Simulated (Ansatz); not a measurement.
Electronic density of states of amorphous Mo16Si32, density 5.66 g/cm³, on a 2×2×2 Γ-centred mesh with a Gaussian width of 0.1 eV; energies count from the Fermi level. Cell and mesh are small, so fine structure isn't converged. Method: PBE, scalar-relativistic without spin-orbit coupling (plane waves to 420 eV, PAW; Ansatz, a program for electronic structure). Sampling: a 2×2×2 Γ-centred mesh; Fermi-Dirac width 0.1 eV; no spin polarisation.

Preparation: random packing, a CHGNet melt and quench, and a DFT relaxation. The hot cell started wider than the set density and was brought back towards it in steps. It is the lowest in DFT energy of 2 quenches. It is a model cell: composition and starting density were chosen by hand, and all elements were melted together. No dispersion term was used. Its density started from a set value of 5.63 and ended at 5.66 g/cm³. The quench (nominally 200 K/ps over its main leg) was far faster than any real one, so the model tends to hold more defects than a real film. One small periodic cell is one sample of the glass; other quenches scatter about these values. Volume and shape were free in the relaxation. On a 2×2×2 Γ-centred mesh force components of up to 0.28 eV/Å stay, since the relaxation ran on one k-point at (1/4, 1/4, 1/4).

(E - EF (eV), states/(eV atom)): (-12.00, 0.07); (-11.90, 0.13); (-11.80, 0.11); (-11.70, 0.11); (-11.60, 0.10); (-11.50, 0.11); (-11.40, 0.12); (-11.30, 0.17); (-11.20, 0.15); (-11.10, 0.14); (-11.00, 0.17); (-10.90, 0.18); (-10.80, 0.19); (-10.70, 0.17); (-10.60, 0.22); (-10.50, 0.20); (-10.40, 0.20); (-10.30, 0.23); (-10.20, 0.21); (-10.10, 0.19); (-10.00, 0.16); (-9.90, 0.13); (-9.80, 0.14); (-9.70, 0.20); (-9.60, 0.26); (-9.50, 0.17); (-9.40, 0.19); (-9.30, 0.25); (-9.20, 0.22); (-9.10, 0.21); (-9.00, 0.22); (-8.90, 0.30); (-8.80, 0.27); (-8.70, 0.23); (-8.60, 0.31); (-8.50, 0.32); (-8.40, 0.23); (-8.30, 0.21); (-8.20, 0.26); (-8.10, 0.23); (-8.00, 0.28); (-7.90, 0.28); (-7.80, 0.24); (-7.70, 0.28); (-7.60, 0.29); (-7.50, 0.26); (-7.40, 0.25); (-7.30, 0.25); (-7.20, 0.29); (-7.10, 0.28); (-7.00, 0.29); (-6.90, 0.27); (-6.80, 0.20); (-6.70, 0.19); (-6.60, 0.20); (-6.50, 0.20); (-6.40, 0.15); (-6.30, 0.15); (-6.20, 0.23); (-6.10, 0.22); (-6.00, 0.19); (-5.90, 0.19); (-5.80, 0.22); (-5.70, 0.28); (-5.60, 0.29); (-5.50, 0.33); (-5.40, 0.42); (-5.30, 0.41); (-5.20, 0.40); (-5.10, 0.45); (-5.00, 0.43); (-4.90, 0.47); (-4.80, 0.49); (-4.70, 0.49); (-4.60, 0.50); (-4.50, 0.46); (-4.40, 0.49); (-4.30, 0.48); (-4.20, 0.47); (-4.10, 0.53); (-4.00, 0.55); (-3.90, 0.55); (-3.80, 0.58); (-3.70, 0.62); (-3.60, 0.63); (-3.50, 0.59); (-3.40, 0.67); (-3.30, 0.70); (-3.20, 0.68); (-3.10, 0.73); (-3.00, 0.69); (-2.90, 0.69); (-2.80, 0.77); (-2.70, 0.70); (-2.60, 0.66); (-2.50, 0.66); (-2.40, 0.70); (-2.30, 0.74); (-2.20, 0.73); (-2.10, 0.72); (-2.00, 0.77); (-1.90, 0.77); (-1.80, 0.65); (-1.70, 0.56); (-1.60, 0.63); (-1.50, 0.71); (-1.40, 0.74); (-1.30, 0.67); (-1.20, 0.57); (-1.10, 0.61); (-1.00, 0.67); (-0.90, 0.64); (-0.80, 0.60); (-0.70, 0.57); (-0.60, 0.49); (-0.50, 0.50); (-0.40, 0.52); (-0.30, 0.53); (-0.20, 0.49); (-0.10, 0.44); (0.00, 0.36); (0.10, 0.36); (0.20, 0.41); (0.30, 0.44); (0.40, 0.46); (0.50, 0.47); (0.60, 0.44); (0.70, 0.44); (0.80, 0.49); (0.90, 0.53); (1.00, 0.58); (1.10, 0.62); (1.20, 0.56); (1.30, 0.52); (1.40, 0.55); (1.50, 0.60); (1.60, 0.59); (1.70, 0.60); (1.80, 0.58); (1.90, 0.59); (2.00, 0.56)
